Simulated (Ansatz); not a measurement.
## As, pressure series

Take As in the A7 type structure (space group R-3m, No. 166; a = 3.745 Å, c = 9.754 Å (hexagonal axes); layered) as the base.

Cell and atoms are relaxed at each pressure.

All numbers come from Ansatz (a program for electronic structure), PBEsol-D3(BJ), PAW, cutoff 420 eV, no spin-orbit coupling.

| pressure (GPa) | volume per atom (Å³/atom) |
|---|---|
| -2 | 20.446 |
| -1 | ? |
| 0 | 19.750 |
| 0.3 | 19.659 |
| 0.7 | 19.542 |
| 1.5 | 19.320 |
| 3 | 18.943 |
| 5 | 18.500 |
| 7.5 | 18.018 |

Question: Fit the third-order Birch–Murnaghan form P(V) = (3B₀/2)[(V₀/V)^(7/3) − (V₀/V)^(5/3)]·[1 + (3/4)(B₀′ − 4)((V₀/V)^(2/3) − 1)] (squares taken in P) to the rows shown and predict the withheld row.

Answer: Least squares on the printed values gives V₀ = 19.753 Å³/atom, B₀ = 63.9 GPa, B₀′ = 5.3; this predicts 20.078 Å³/atom, and the run gives 20.073 Å³/atom, 0.005 lower.

Load acts through the strain it causes; cell and atoms are relaxed under it. Stability against distortions was not tested. Competing high-pressure phases were not computed.
